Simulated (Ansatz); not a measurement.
**A computed series for HfB2: response to strain**

Start from HfB₂ (space group P6/mmm, No. 191; a = 3.146 Å, c = 3.486 Å; relaxed with 0.1 eV smearing).

Strains are applied to the cell and any free atomic positions relax.

Method: Ansatz (a first-principles code) PBE, without spin-orbit coupling.

Notes on the quantities. pressure: mean of the normal stresses, compression positive.

```json
[
 {"isotropic strain (%)": "-3", "pressure (GPa)": "27.2"},
 {"isotropic strain (%)": "-2.5", "pressure (GPa)": "22.0"},
 {"isotropic strain (%)": "-2", "pressure (GPa)": "17.0"},
 {"isotropic strain (%)": "-1", "pressure (GPa)": "8.0"},
 {"isotropic strain (%)": "0", "pressure (GPa)": "0.0"},
 {"isotropic strain (%)": "0.5", "pressure (GPa)": "-3.6"},
 {"isotropic strain (%)": "1", "pressure (GPa)": "?"},
 {"isotropic strain (%)": "2", "pressure (GPa)": "-13.2"},
 {"isotropic strain (%)": "3", "pressure (GPa)": "-18.6"}
]
```

Task: Fit P = P₀ − Bδ + Cδ² with δ = (1 + ε)³ − 1 to the rows shown and predict the withheld row.

Result: Least squares on the printed values gives P₀ = 0.0 GPa, B = 256 GPa (at held cell shape), C = 614 GPa (largest residual 0.2 GPa); this predicts -7.2 GPa, and the run gives -7.0 GPa, 0.2 higher.

No phonon test of stability was made. All final runs are without spin polarisation.
